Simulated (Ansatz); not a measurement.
The starting structures come from a database of crystals and need not be the phases stable at ambient conditions.

Consider the following.

```xyz
18
Lattice="4.9686 0.0000 0.0061 0.0000 7.3818 0.0000 0.4773 0.0000 6.8424" Properties=species:S:1:pos:R:3 pbc="T T T"
Ta     3.0268     5.5363     5.3576
Ta     2.4190     1.8454     1.4908
Pb     0.3774     1.8454     4.6528
Pb     5.0685     5.5363     2.1957
F      3.6608     1.8454     6.5009
F      1.7850     5.5363     0.3476
F      3.4405     3.4698     1.4563
F      2.0053     3.9120     5.3922
F      2.0053     7.1606     5.3922
F      3.4405     0.2211     1.4563
F      4.2951     4.2672     4.3829
F      1.1507     3.1146     2.4656
F      1.1507     0.5763     2.4656
F      4.2951     6.8055     4.3829
F      2.2673     5.5363     3.4953
F      3.1785     1.8454     3.3532
F      0.8700     1.8454     0.3456
F      4.5758     5.5363     6.5029
```

Space group of this cell: P2_1/m. The cell was relaxed by PBE-D3(BJ); by r2SCAN its mean pressure is -3.2 GPa.

Transport runs along the normal of the first two printed cell vectors.

No gap correction and no spin-orbit coupling; mid-gap values are interpolated between computed energies.

Problem. Estimate the band gap and the smallest decay constant κ at mid-gap that r2SCAN (Ansatz, an electronic-structure program) returns for this system.

Solution. Gap 5.64 eV on a 6×4×6 mesh; κ = 0.534 1/Å, at (0.500, 0.250) of the in-plane reciprocal vectors. At the zone centre, at the nearest computed energy, the slowest state has κ = 0.62 1/Å.
